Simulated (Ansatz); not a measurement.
Here is the system:

```xyz
2
Lattice="0.0000 3.5035 3.5035 3.5035 0.0000 3.5035 3.5035 3.5035 0.0000" Properties=species:S:1:pos:R:3 pbc="T T T"
K      0.0000     0.0000     0.0000
I      3.5035     3.5035     3.5035
```

Computed with PBEsol with spin-orbit coupling, rigid bands (plane waves, PAW; Ansatz, a first-principles code). Condition of this run: spin-orbit coupling switched on. Cell: cell and atoms relaxed with PBEsol.

**Question.** What conductivity effective mass do dilute electrons have at 300 K?

**Answer.** 0.33 mₑ.

**Question.** What conductivity effective mass do dilute holes have at 300 K?

**Answer.** 1.83 mₑ.

**Question.** And the band gap?

**Answer.** 3.55 eV at this level; semilocal functionals usually fall short of the measured gap.

Rigid bands, one relaxation time for all states, no polarons.
